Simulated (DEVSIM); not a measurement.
System: Si p-i-n diode, at 300 K.

```tsv
layer (left to right)	material	thickness (μm)	Nd (cm⁻³)	Na (cm⁻³)	τn (s)	τp (s)
1	Si	0.920	-	2.3e18	2.6e-6	2.6e-6
2	Si	45.0	1.1e11	-	2.6e-6	2.6e-6
3	Si	1.00	6.2e17	-	2.6e-6	2.6e-6
```

Left contact: ohmic. Right contact: ohmic. Voltage is applied to the left contact. Recombination: SRH at mid-gap, Auger. Mobility is μmin + (μ − μmin)/(1 + (N/Nref)^α).

This is a model device: material constants are rounded textbook-type values typed into the input, and sizes, dopings and lifetimes were drawn at random. Values at 300 K.

```
parameter           Si
-------------  -------
gap (eV)         1.124
affinity (eV)     4.05
permittivity      11.7
Nc (cm⁻³)      2.86e19
Nv (cm⁻³)       3.1e19
μn (cm²/Vs)       1417
μp (cm²/Vs)        470
μn,min              52
μp,min              45
Nref,n          9.7e16
Nref,p          2.2e17
αn                0.68
αp                0.72
Cn (cm⁶/s)     2.8e-31
Cp (cm⁶/s)     9.9e-32
```

Simulated with DEVSIM: 1D drift-diffusion, Boltzmann statistics, complete ionisation; no tunnelling, impact ionisation, image-force lowering or self-heating.

### Question
Tabulate band edges, carrier densities and field at 0.9 V on the left contact.

### Answer
Energies count from the Fermi level of the right contact; mesh points crowd at the junctions.

```csv
x (μm),Ec (eV),Ev (eV),n (cm⁻³),p (cm⁻³),field (V/cm)
0.000,0.157,-0.967,< 1e2,2.3e18,≈ 0
0.04951,0.157,-0.967,1.2e15,2.3e18,≈ 0
0.1956,0.157,-0.967,4.9e15,2.3e18,≈ 0
0.5891,0.157,-0.967,1.5e16,2.3e18,≈ 0
0.8601,0.157,-0.967,2.1e16,2.3e18,≈ 0
0.9165,0.151,-0.973,2.9e16,1.8e18,-24000
0.9599,0.098,-1.026,2.3e17,2.3e17,-76
1.197,0.098,-1.026,2.3e17,2.3e17,≈ 0
1.839,0.098,-1.026,2.3e17,2.3e17,≈ 0
3.850,0.100,-1.024,2.2e17,2.2e17,≈ 0
10.53,0.105,-1.019,2.0e17,2.0e17,≈ 0
34.21,0.128,-0.996,1.4e17,1.4e17,11
42.20,0.137,-0.987,1.2e17,1.2e17,13
44.75,0.140,-0.984,1.2e17,1.2e17,13
45.69,0.142,-0.982,1.2e17,1.2e17,14
45.86,0.142,-0.982,1.2e17,1.1e17,-27
45.92,0.120,-1.004,2.7e17,4.9e16,-27000
45.97,0.098,-1.026,6.4e17,2.0e16,11
46.20,0.098,-1.026,6.4e17,1.5e16,15
46.63,0.099,-1.025,6.3e17,6.1e15,15
46.84,0.099,-1.025,6.2e17,1.7e15,15
46.92,0.099,-1.025,6.2e17,190,15
```
